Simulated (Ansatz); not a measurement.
How the bulk modulus B0 of PdTe (model structure, started from the CsCl type, Pm-3m, No. 221, 2 atoms in the cell) moves with the method

No measured value is used here.

```json
[
 {"level (code)": "LDA (Ansatz)", "value (GPa)": "133", "cell (Å³/atom)": "19.06"},
 {"level (code)": "PBEsol (Ansatz)", "value (GPa)": "123", "cell (Å³/atom)": "19.51"},
 {"level (code)": "r²SCAN (Ansatz)", "value (GPa)": "106", "cell (Å³/atom)": "20.34"}
]
```

LDA, PBEsol, r²SCAN: the bulk modulus is −V dP/dV from two relaxed cells at ±2 % in volume. Each level is taken at its own relaxed cell. Cutoffs differ between the levels. Ansatz's density-functional and Hartree–Fock values are scalar-relativistic unless marked +SOC, with PAW data made under PBE.

A model structure was made by putting elements into a prototype or built by hand; it is no filed structure, need not be a known phase, and can be a saddle point held by its symmetry.

Ansatz is a quantum-chemistry and plane-wave program.
